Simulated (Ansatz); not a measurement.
Pd5SnSi (P4/mmm), PBEsol, DFPT electron-phonon coupling, linearised Boltzmann equation run with Ansatz (an electronic-structure program). Phonon-limited resistivity 10.0 μΩ·cm at 300 K along z (a = (3.95, 0.00, 0.00) Å; b = (0.00, 3.95, 0.00) Å; c = (0.00, 0.00, 6.88) Å), 13.7 μΩ·cm at 400 K, current-weighted mean free path 27 nm, Drude plasma energy 3.57 eV.

### Question
What temperature coefficient of resistance follows, and how does it compare with 1/T?

### Answer
(ρ₄₀₀ − ρ₃₀₀)/(100 K × ρ₃₀₀) = 3.70×10⁻³ K⁻¹, against 1/T = 3.33×10⁻³ K⁻¹ for a resistivity proportional to T. It lies higher because phonons are still being populated at 300 K; impurities would add a constant and lower it.

### Question
Estimate the electronic thermal conductivity at 300 K by the Wiedemann-Franz law (L₀ = 2.44×10⁻⁸ W·Ω/K²).

### Answer
L₀T/ρ = 2.44×10⁻⁸ × 300/(10.0×10⁻⁸) = 73.2 W/(m·K). Inelastic scattering puts the true Lorenz number somewhat under L₀ near and below the Debye temperature.

### Question
What is the classical skin depth at 10 GHz (nonmagnetic, μ₀ = 1.257×10⁻⁶ H/m)?

### Answer
δ = √(ρ/(π f μ₀)) = 1590 nm.

A metal at this level (no band gap). Only scattering by harmonic phonons is included (no impurities, grain boundaries, electron-electron scattering or thermal expansion). Spin-orbit coupling is left out. The squared frequency of the phonon mode least converged on the k mesh is uncertain by about 17 %. The run warned that the eigensolver left some states short of its tolerance. Halving the electron mesh (20x20x12) moves the resistivity by up to 6 % at 300 K, the mean free path by up to 3 %. Smearing 0.20 eV; phonons on a 4x4x2 q mesh, which this run doesn't test.

Computed structure with no diffraction record at hand here (it may be known, metastable or hypothetical): Pd5SnSi (P4/mmm).
